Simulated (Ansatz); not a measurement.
Reference: GaP (F-43m), PBEsol with spin-orbit coupling, rigid bands (plane waves, PAW; Ansatz, an electronic-structure program); axes and stresses refer to this cell.

```
CELL_PARAMETERS angstrom
      0.00000     2.71922     2.71922
      2.71922     0.00000     2.71922
      2.71922     2.71922     0.00000
ATOMIC_POSITIONS crystal
  Ga 0.00000 0.00000 0.00000
  P  0.25000 0.25000 0.25000
```

The electron conductivity mass is 0.35 mₑ, the Seebeck coefficient, n-type 1e19 cm⁻³ comes out as -332 μV/K and the Seebeck coefficient, p-type 1e19 cm⁻³ comes out as 318 μV/K.

Change: biaxial stress xx = yy = -1 GPa (compression positive). What happens to electron conductivity mass, Seebeck coefficient, n-type 1e19 cm⁻³, Seebeck coefficient, p-type 1e19 cm⁻³?

electron conductivity mass moves little, to 0.34 mₑ; Seebeck coefficient, n-type 1e19 cm⁻³ decreases in size to -258 μV/K; Seebeck coefficient, p-type 1e19 cm⁻³ shrinks to 287 μV/K.

Change: hydrostatic pressure 5 GPa. What happens to electron conductivity mass, Seebeck coefficient, n-type 1e19 cm⁻³, Seebeck coefficient, p-type 1e19 cm⁻³?

electron conductivity mass moves little, to 0.34 mₑ; Seebeck coefficient, n-type 1e19 cm⁻³ moves little, to -331 μV/K; Seebeck coefficient, p-type 1e19 cm⁻³ moves little, to 313 μV/K.

Change: uniaxial stress along [110] of 2 GPa (compression positive). What happens to electron conductivity mass, Seebeck coefficient, n-type 1e19 cm⁻³, Seebeck coefficient, p-type 1e19 cm⁻³?

electron conductivity mass moves little, to 0.34 mₑ; Seebeck coefficient, n-type 1e19 cm⁻³ decreases in size to -308 μV/K; Seebeck coefficient, p-type 1e19 cm⁻³ decreases to 254 μV/K.

Change: uniaxial stress along [111] of -1 GPa (compression positive). What happens to electron conductivity mass, Seebeck coefficient, n-type 1e19 cm⁻³, Seebeck coefficient, p-type 1e19 cm⁻³?

electron conductivity mass moves little, to 0.35 mₑ; Seebeck coefficient, n-type 1e19 cm⁻³ moves little, to -337 μV/K; Seebeck coefficient, p-type 1e19 cm⁻³ decreases to 308 μV/K.

Change: uniaxial stress along [111] of -2 GPa (compression positive). What happens to electron conductivity mass, Seebeck coefficient, n-type 1e19 cm⁻³, Seebeck coefficient, p-type 1e19 cm⁻³?

electron conductivity mass moves little, to 0.35 mₑ; Seebeck coefficient, n-type 1e19 cm⁻³ grows in size to -350 μV/K; Seebeck coefficient, p-type 1e19 cm⁻³ decreases to 292 μV/K.

Change: uniaxial stress along [111] of 2 GPa (compression positive). What happens to electron conductivity mass, Seebeck coefficient, n-type 1e19 cm⁻³, Seebeck coefficient, p-type 1e19 cm⁻³?

electron conductivity mass moves little, to 0.35 mₑ; Seebeck coefficient, n-type 1e19 cm⁻³ rises in size to -345 μV/K; Seebeck coefficient, p-type 1e19 cm⁻³ decreases to 258 μV/K.

Masses are for dilute carriers at 300 K, harmonic means over directions unless an axis is named. Seebeck coefficients are for the stated density at 300 K, with one relaxation time for all states and whether or not that doping can be reached. Stresses and pressures are the targets of the relaxation.  The structure type is held under load, also where the real crystal would transform.
